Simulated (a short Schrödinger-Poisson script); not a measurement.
Stack: MOS inversion layer, SiO2 on p-type Si(100), at 300 K.

From the gate side: 4 nm SiO2; 1100 nm Si, acceptors 1.6e17 cm⁻³.

The device is made up for the run: typed textbook-type constants, with dimensions and the other settings drawn at random. SiO2: permittivity 3.9, conduction-band edge (eV) 3.15, gap (eV) 9, electron mass (mₑ) 0.5. Si: permittivity 11.7, conduction-band edge (eV) 0, gap (eV) 1.124, Nv at 300 K (cm⁻³) 3.1e19.

Channel valleys (confinement mass, in-plane density-of-states mass, number): Δ2 0.916, 0.19, 2; Δ4 0.19, 0.417, 4. At the gate the conduction-band edge of layer 1 lies 3.4 eV − eVg above the Fermi level of the channel; the field vanishes at the back. Gaps are held at their typed values at every temperature. Mesh 0.03 nm at interfaces.

From a short Schrödinger-Poisson script (our own, NumPy): 1D Poisson equation in equilibrium, electrons quantum, Hartree (BenDaniel-Duke, 12 states a valley, the channel's in-plane mass for all, wave functions free to enter the dielectric), parabolic valleys, classical holes, full ionisation, no traps, pinning or gate leakage.

| Vg (V) | electrons (cm⁻²) | C (μF/cm²) | Δ2 E0 (meV from the Fermi level) | Δ4 E0 (meV from the Fermi level) |
|---|---|---|---|---|
| 0.45 | 7.28e10 | 0.324 | 126.9 | 162.4 |
| 0.6 | 5.06e11 | 0.614 | 74.5 | 113.1 |
| 0.75 | 1.11e12 | 0.691 | 51.6 | 93.5 |
| 0.9 | 1.77e12 | 0.723 | 37.1 | 82.2 |
| 1.05 | 2.45e12 | 0.741 | 26.4 | 74.4 |
| 1.2 | 3.15e12 | 0.753 | 17.7 | 68.5 |
| 1.35 | 3.86e12 | 0.761 | 10.3 | 63.6 |
| 1.5 | 4.57e12 | 0.768 | 3.8 | 59.6 |
| 1.65 | 5.29e12 | 0.773 | -2.0 | 56.1 |
| 1.8 | 6.02e12 | 0.778 | -7.4 | 52.9 |
| 1.95 | 6.75e12 | 0.781 | -12.4 | 50.1 |
| 2.1 | 7.48e12 | 0.784 | -17.0 | 47.5 |
| 2.25 | 8.22e12 | 0.787 | -21.4 | 45.1 |
| 2.4 | 8.96e12 | 0.789 | -25.6 | 42.8 |
| 2.55 | 9.70e12 | 0.791 | -29.6 | 40.7 |
| 2.7 | 1.04e13 | 0.793 | -33.5 | 38.6 |

Gate voltages with under 1e9 electrons/cm² are left out.

Problem. At Vg = 2.7 V the lowest Δ2 subband lies at -33.5 meV from the Fermi level. How many electrons does it hold, and what share of all?

Solution. The two-dimensional density of states is g m/(πħ²) = 1.59e11 cm⁻² meV⁻¹ (both spins), kT = 25.9 meV, so n = D kT ln(1 + exp(−E/kT)) = 6.31e12 cm⁻², 0.60 of the 1.04e13 cm⁻² in all.

Problem. Compare the slope of the sheet density between 2.4 and 2.7 V with the geometric capacitance of the layers between gate and channel.

Solution. q Δn/ΔV = 0.769 μF/cm²; ε0/Σ(t/ε) = 0.863 μF/cm². The ratio is 0.89: the channel acts as a further capacitance in series.
